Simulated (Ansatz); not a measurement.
Functionals compared on the (100) surface of rock-salt TiN, Al on all Ti sites of the top plane (bottom of the slab: a bare face, its two planes held), in Ansatz (plane waves, PAW). The structure was relaxed with PBE; the other rows are single points on it. Cutoff 420 eV (500 eV for r2SCAN).

Slab: 12 atoms, 10.4 Å thick at the start with caps and adatoms (thin: gaps and levels are the slab's own); k 12x12x1, smearing 0.1 eV, dipole-corrected; 4 atoms held, the rest relaxed; symmetry of the start imposed; no spin, no spin-orbit, no U. In PBE it is, or lies within 0.01 eV a 1x1 cell of, the lowest of the 2 structures of its composition computed so far; subsurface sites and larger cells were not tried. These notes are the PBE run's.

| functional | work function of the top face (eV) | rough cost of the single point |
|---|---|---|
| PBE | 3.34 | – |
| r2SCAN | … | around 50 core-seconds (rough) |

### Question
Complete the blanks.

### Answer

- r2SCAN, work function of the top face (eV): 3.22

Ansatz is an electronic-structure program.
